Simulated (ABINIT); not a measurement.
A self-consistent single point of PbO2 (P4_2/mnm, 6 atoms in the cell) with ABINIT.

Method: PBE, norm-conserving pseudopotentials (PseudoDojo nc-sr-05 PBE standard) (plane waves; ABINIT).

The change in words: lattice scaled by 0.98. Reference geometry:
```yaml
crystal:
  lattice:
    - [4.96000, 0.00000, 0.00000]
    - [0.00000, 4.96000, 0.00000]
    - [0.00000, 0.00000, 3.39000]
  atoms:
    - { symbol: Pb, position: [0.00000, 0.00000, 0.00000] }
    - { symbol: Pb, position: [0.50000, 0.50000, 0.50000] }
    - { symbol: O, position: [0.30700, 0.30700, 0.00000] }
    - { symbol: O, position: [0.80700, 0.19300, 0.50000] }
    - { symbol: O, position: [0.19300, 0.80700, 0.50000] }
    - { symbol: O, position: [0.69300, 0.69300, 0.00000] }
```

Reference input (self-consistent single point, DFT, PBE, plane waves, norm-conserving pseudopotentials (PseudoDojo nc-sr-05 PBE standard)): pseudos = [Pb.upf, O.upf]; ecut = 42 Ha; ixc = 11; occopt = 7; tsmear = 0.1 eV; ngkpt = 5 5 7; nshiftk = 1; shiftk = 0 0 0; potentials = PseudoDojo nc-sr-05 PBE standard; nband = 34; kptopt = 1; nstep = 60. This run's input differs from it in these lines:

```diff
@@ -5,5 +5,5 @@
 rprim
-         9.3730415781    0.0000000000    0.0000000000
-         0.0000000000    9.3730415781    0.0000000000
-         0.0000000000    0.0000000000    6.4061715625
+         9.1855807466    0.0000000000    0.0000000000
+         0.0000000000    9.1855807466    0.0000000000
+         0.0000000000    0.0000000000    6.2780481312
 natom 6
@@ -14,7 +14,7 @@
          0.0000000000    0.0000000000    0.0000000000
-         4.6865207891    4.6865207891    3.2030857812
-         2.8775237645    2.8775237645    0.0000000000
-         7.5640445536    1.8089970246    3.2030857812
-         1.8089970246    7.5640445536    3.2030857812
-         6.4955178137    6.4955178137    0.0000000000
+         4.5927903733    4.5927903733    3.1390240656
+         2.8199732892    2.8199732892    0.0000000000
+         7.4127636625    1.7728170841    3.1390240656
+         1.7728170841    7.4127636625    3.1390240656
+         6.3656074574    6.3656074574    0.0000000000
 ecut 42
```

The program printed (abridged):

```
--- !BeginCycle
solver: {iscf: 7, nstep: 60, nline: 4, wfoptalg: 0, }
tolerances: {toldfe: 1.00E-09, }
...

     iter   Etot(hartree)      deltaE(h)  residm     vres2
 ETOT  1  -204.87900965879    -2.049E+02 3.395E-01 8.545E+02
 ETOT  2  -205.60479948653    -7.258E-01 3.055E-02 4.442E+02
 ETOT  3  -205.74540837678    -1.406E-01 1.758E-02 3.366E+01
 ETOT  4  -205.75538503461    -9.977E-03 5.088E-03 7.813E-01
 ETOT  5  -205.75558544053    -2.004E-04 3.294E-03 4.126E-02
 ETOT  6  -205.75559402314    -8.583E-06 1.947E-03 6.056E-04
 ETOT  7  -205.75559408309    -5.995E-08 2.732E-03 9.169E-05
 ETOT  8  -205.75559410340    -2.031E-08 2.028E-03 3.488E-06
 ETOT  9  -205.75559410423    -8.287E-10 2.555E-03 1.914E-07
 ETOT 10  -205.75559410428    -4.823E-11 2.381E-03 1.402E-09
 At SCF step   10, etot is converged :
  for the second time, diff in etot=  4.823E-11 < toldfe=  1.000E-09

 Cartesian components of stress tensor (hartree/bohr^3)
  sigma(1 1)= -6.10010595E-04  sigma(3 2)=  0.00000000E+00
  sigma(2 2)= -6.10010595E-04  sigma(3 1)=  0.00000000E+00
  sigma(3 3)= -7.90145140E-04  sigma(2 1)=  0.00000000E+00

 ----iterations are completed or convergence reached----

 reduced coordinates (array xred) for    6 atoms
       0.000000000000      0.000000000000      0.000000000000
       0.500000000000      0.500000000000      0.500000000000
       0.306999999999      0.306999999999      0.000000000000
       0.806999999999      0.193000000001      0.500000000000
       0.193000000001      0.806999999999      0.500000000000
       0.693000000001      0.693000000001      0.000000000000
   [... lines left out ...]
 Fermi (or HOMO) energy (hartree) =   0.16388   Average Vxc (hartree)=  -0.41507
   [... lines left out ...]
total_energy        : -2.05755594104275E+02
total_energy_eV     : -5.59889445251378E+03
band_energy         : -9.94857458875941E+00
...

-Cartesian components of stress tensor (GPa)         [Pressure=  1.9714E+01 GPa]
- sigma(1 1)= -1.79471283E+01  sigma(3 2)=  0.00000000E+00
- sigma(2 2)= -1.79471283E+01  sigma(3 1)=  0.00000000E+00
- sigma(3 3)= -2.32468687E+01  sigma(2 1)=  0.00000000E+00

 Calculation completed.
```

The run converged in 10 iterations. Against the reference run the free energy rises by 69.7 meV/atom, the pressure goes from 8.17 to 19.71 GPa and the largest force goes from 0.024 to 0.183 eV/Å.

The starting cell has typed, rounded lattice constants, without a prior relaxation at this level. For this run, on top of that: lattice scaled by 0.98. With a pressure of about 20 GPa the cell is away from its equilibrium volume at this level. The run gives no clean gap (levels at the Fermi energy touch, overlap or are partly filled at this smearing), which alone does not show that the compound is a metal.

Cost on one core of a shared machine: roughly 5 min.
